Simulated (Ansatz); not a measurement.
Take SnTe in the rock salt structure (space group Fm-3m, No. 225; a = 6.409 Å) as the base.

Calculations: plane-wave PAW DFT at the PBE level (Ansatz, a first-principles code, 420 eV), spin-orbit coupling left out.

Base values:

```
Item                   Value
-------------------  -------
Band gap             0.05 eV
Lattice parameter a  6.409 Å
```

Now apply this change: hydrostatic tension (pressure −2 GPa).

Q: What does the calculation give for the band gap, lattice parameter a and hole mass after the change?

A: The band gap goes up by 0.15 eV, from 0.05 eV to 0.20 eV; the lattice parameter a rises by 0.121 Å, from 6.409 Å to 6.530 Å; the hole mass amounts to 0.10 mₑ along k, 0.043 mₑ across (at L).

With Te present, leaving out spin-orbit coupling can change the band edges. Load acts through the strain it causes; cell and atoms are relaxed under it. Effective masses come from finite differences of ±0.01 Å⁻¹. Along k means along the line from Γ to the band edge. No phonon test of stability was made. A zero or small gap of SnTe can be the functional's error rather than a property of the material.
